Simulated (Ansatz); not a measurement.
The reference is NaCl in the rock salt structure (space group Fm-3m, No. 225).

```
NaCl
1.0
    0.00000     2.80075     2.80075
    2.80075     0.00000     2.80075
    2.80075     2.80075     0.00000
Cl Na
1 1
Cartesian
  0.00000   0.00000   0.00000
  2.80075   2.80075   2.80075
```

Computed with plane-wave PAW DFT at the PBEsol level (Ansatz, a quantum-chemistry and plane-wave program, 420 eV), without spin-orbit coupling.

For the base:

| Quantity | Value |
|---|---|
| Lattice parameter a | 560.1 pm |

It is then changed as follows: cell and atoms relaxed at a pressure of 75 GPa.

**Question.** What happens to the lattice parameter a?

**Answer.** The lattice parameter a falls by 107.8 pm to 452.3 pm.

Load acts through the strain it causes; cell and atoms are relaxed under it. No phonon test of stability was made. Competing high-pressure phases were not computed.
